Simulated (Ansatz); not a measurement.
Here is the system:

```
CELL_PARAMETERS angstrom
      6.30707     0.00000     0.00000
      0.00000     6.21533     0.00000
      0.00000     0.00000     6.21533
ATOMIC_POSITIONS crystal
  Cs 0.00000 0.00000 0.00000
  Sn 0.50000 0.50000 0.50000
  I  0.00000 0.50000 0.50000
  I  0.50000 0.50000 0.00000
  I  0.50000 0.00000 0.50000
```

No spin polarisation.

All numbers come from DFT with r2SCAN, PAW potentials and a 500 eV plane-wave cutoff in Ansatz (an electronic-structure program), no spin-orbit coupling. Settings: 6×6×6 k-points, 0.05 eV Fermi–Dirac smearing.

Problem. What is the computed gap character?

Solution. Direct at A.

Problem. Estimate the band gap.

Solution. 0.44 eV.

Problem. What space group does the calculation give?

Solution. P4/mmm (No. 123).

Spin-orbit coupling, missing from the scalar runs, can matter with I. Load acts through the strain it causes; cell and atoms are relaxed under it. Stability under load was not tested beyond the relaxation. The cell was made from CsSnI3 in the cubic perovskite structure (space group Pm-3m, No. 221) by this change: uniaxial stress, 0.5 GPa tension along x. Many cubic perovskites are stable only at high temperature; tilts and polar distortions were not tested.
